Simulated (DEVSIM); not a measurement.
# abrupt Si n-p junction

System: abrupt Si n-p junction, at 300 K.

```
layer (left to right)  material  thickness (μm)  Nd (cm⁻³)  Na (cm⁻³)  τn (s)  τp (s)
---------------------  --------  --------------  ---------  ---------  ------  ------
1                            Si            1.60     4.5e17          -    8e-5    8e-5
2                            Si            58.0          -     1.3e16    8e-5    8e-5
```

Left contact: ohmic. Right contact: ohmic. Voltage is applied to the left contact. Recombination: SRH at mid-gap. Mobility is constant in doping.

This is a model device: material constants are rounded textbook-type values typed into the input, and sizes, dopings and lifetimes were drawn at random. Values at 300 K.

```csv
parameter,Si
gap (eV),1.124
affinity (eV),4.05
permittivity,11.7
Nc (cm⁻³),2.86e19
Nv (cm⁻³),3.1e19
μn (cm²/Vs),1417
μp (cm²/Vs),470
```

Model (solved in DEVSIM): 1D drift-diffusion, Boltzmann statistics, complete ionisation; no tunnelling, impact ionisation, image-force lowering or self-heating.

```
Quantity                                            Value
---------------------------------------------  ----------
Potential step across the device at zero bias     0.816 V
Largest field in the device at zero bias       60000 V/cm
Dark forward voltage at 1 A/cm²                   0.651 V
Dark forward voltage at 100 A/cm²                 0.843 V
```

Dark forward current:

(V (V), J (A/cm²)): (-0.05, -1.2e-10); (-0.10, -7.4e-10); (-0.20, -2.9e-8); (-0.25, -2.0e-7); (-0.30, -1.4e-6); (-0.40, -6.4e-5); (-0.45, -0.00045); (-0.55, -0.021); (-0.60, -0.15); (-0.65, -0.96); (-0.75, -20); (-0.80, -54); (-0.85, -110); (-0.95, -300); (-1.00, -440); (-1.10, -800); (-1.15, -1000); (-1.20, -1300); (-1.30, -1900); (-1.35, -2200)

Dark reverse current:

```tsv
V (V)	J (A/cm²)
0.10	4.9e-11
0.25	8.5e-11
0.50	1.4e-10
0.75	1.8e-10
1.00	2.2e-10
1.50	2.8e-10
2.00	3.4e-10
2.50	4.0e-10
3.25	4.7e-10
4.00	5.3e-10
5.00	6.1e-10
```
